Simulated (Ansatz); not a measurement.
Worked example: relaxation of the atoms of BaTiO3 (R3m, 5 atoms in the cell) in Ansatz (a quantum-chemistry and plane-wave program).

Method of the run: LDA (PW92), default PAW files made with PBE (plane waves; Ansatz).

The change in words: one atom moved by 0.15 angstrom; relax: default → atoms; relax.f_tol: default → 0.02 eV/Å. Reference geometry:
```
CELL_PARAMETERS angstrom
      2.83401     1.63622     2.32388
     -2.83401     1.63622     2.32388
      0.00000    -3.27244     2.32388
ATOMIC_POSITIONS crystal
  Ba 0.00014 0.00014 0.00014
  Ti 0.51333 0.51333 0.51333
  O  0.48895 0.97972 0.48895
  O  0.48895 0.48895 0.97972
  O  0.97972 0.48895 0.48895
```

Reference input (self-consistent single point, DFT, LDA (PW92), plane waves, default PAW files made with PBE): basis.ecutwfc = 420 eV; kpoints.mp_grid.grid = 6 6 6; hamiltonian.xc = lda; hamiltonian.pseudopotentials = {kind: paw} (the program's default PAW files); scf.occupations.method = fermi_dirac; scf.occupations.width = 0.01 eV. This run's input differs from it in these lines:

```diff
@@ -7,3 +7,3 @@
   atoms:
-    - { symbol: Ba, position: [0.000140, 0.000140, 0.000140] }
+    - { symbol: Ba, position: [0.021656, 0.021656, 0.021656] }
     - { symbol: Ti, position: [0.513330, 0.513330, 0.513330] }
@@ -21,2 +21,4 @@
   occupations: { method: fermi_dirac, width: 0.01 }
+relax:
+  f_tol: 0.02
 output:
```

Log, with long lists cut:

```
   [... SCF lines of the steps left out ...]
relax step   1: F+E_penalty+E_count = -9904.38259096 eV  Δ(F+E_penalty+E_count) = +0.000e0 eV  max|allowed force component| = 7.796e-1 eV/Å  Δτ_max = 0.0000 Å  (6 SCF iters, dr2 threshold 1.00e-5 eV, accepted)
relax step   2: F+E_penalty+E_count = -9904.38586757 eV  Δ(F+E_penalty+E_count) = -3.277e-3 eV  max|allowed force component| = 6.562e-1 eV/Å  Δτ_max = 0.1949 Å  (6 SCF iters, dr2 threshold 3.80e-5 eV, accepted)
   [... lines left out ...]
relax step   5: F+E_penalty+E_count = -9904.43578415 eV  Δ(F+E_penalty+E_count) = -8.169e-4 eV  max|allowed force component| = 7.284e-2 eV/Å  Δτ_max = 0.0046 Å  (6 SCF iters, dr2 threshold 6.69e-7 eV, accepted)
relax step   6: F+E_penalty+E_count = -9904.43618062 eV  Δ(F+E_penalty+E_count) = -3.965e-4 eV  max|allowed force component| = 3.167e-3 eV/Å  Δτ_max = 0.0066 Å  (6 SCF iters, dr2 threshold 2.63e-6 eV, accepted)
relax step   7: F+E_penalty+E_count = -9904.43618062 eV  Δ(F+E_penalty+E_count) = -1.455e-10 eV  max|allowed force component| = 3.151e-3 eV/Å  Δτ_max = 0.0000 Å  (6 SCF iters, accepted)
the relaxation is at rest under the 6 symmetry operations that the run kept from its start: a minimum is not shown …
Stability not checked: this state was not tested for a lower state beside it, because too few of the mixer's solves of this state at the end of the SCF gave a …
Free energy (F): -9904.436181 eV
Internal energy: -9904.436181 eV  (E = F + TS)
E sigma→0 (E₀):  -9904.436181 eV
Fermi energy:    10.982623 eV
--- Forces (eV/Å), atoms counted from 1 ---
  atom   1  Ba    -0.00000000     0.00000000     0.00040662
  atom   2  Ti    -0.00000000     0.00000000    -0.00313308
   [... lines left out ...]
    - { symbol: Ti, position: [0.519674458909107, 0.519674458909107, 0.519674458909107] }
    - { symbol: O, position: [0.4917681653483304, 0.9822569734073052, 0.49176816534833045] }
    - { symbol: O, position: [0.49176816534833045, 0.49176816534833045, 0.9822569734073052] }
    - { symbol: O, position: [0.9822569734073052, 0.4917681653483304, 0.49176816534833045] }
```

The run converged.  The full log also holds: “iter 5 did not close the SCF: its close was put off for the readings that it lacked (scf_convergence_deferred on its scf_iter line)”. The full log also holds: “iter 5 did not close the SCF: its close was put off for the readings that it lacked (scf_convergence_deferred on its scf_iter line)”.

Summary of the result:
| Item | Result |
|---|---|
| Free energy E − TS (on the zero of these files) | -9904.4362 eV |
| Top of the valence band (on the code's own zero) | 9.74 eV |
| Gap on the k-point mesh | 2.49 eV |
| Pressure | -6.25 GPa |
| Largest force (vector length) | 0.003 eV/Å |
| Relaxation steps | 7 |

The starting cell comes from a database of computed structures (which also holds hypothetical and non-ambient phases and stackings), without a prior relaxation at this level. Its lattice was rescaled by up to half a per cent. For this run, on top of that: one atom moved by 0.15 angstrom. The relaxation keeps the symmetry of its start, so its end need not be a minimum. Ansatz's pressure includes its estimate of the finite-basis (Pulay) stress. Without the estimate this run gives -7.00 GPa.

Cost on one core of a shared machine: roughly 50 s.

Keys are those of Ansatz 0.2.
